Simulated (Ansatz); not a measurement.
What uniaxial strain ε_zz = +1.50 % does to Au

The parent structure is Au in the fcc (Cu type) structure (space group Fm-3m, No. 225; a = 4.083 Å; relaxed with 0.1 eV smearing). Axes: x, y, z lie along the cube axes.

One thing is altered: uniaxial strain ε_zz = +1.50 %, all other strain components held at zero, atoms relaxed at fixed cell.

Level of theory: PBEsol/PAW in Ansatz (a program for electronic structure), no SOC. Settings: 28×28×28 k-points, 0.1 eV Fermi–Dirac smearing.

| quantity | base | changed | shift |
|---|---|---|---|
| space group | Fm-3m (No. 225) | I4/mmm (No. 139) | – |
| energy relative to the base (free energy F) | 0 meV/atom | +2.3 meV/atom | +2.3 meV/atom |
| band gap | zero | zero | – |
| stress (xx, yy, zz, yz, xz, xy; compression positive) | – | (-2.3, -2.3, -2.8, 0.0, 0.0, 0.0) GPa | – |

Final structure:

```xyz
1
Lattice="0.0000 2.0415 2.0721 2.0415 0.0000 2.0721 2.0415 2.0415 0.0000" Properties=species:S:1:pos:R:3 pbc="T T T"
Au     0.0000     0.0000     0.0000
```

Stability against distortions was not tested.
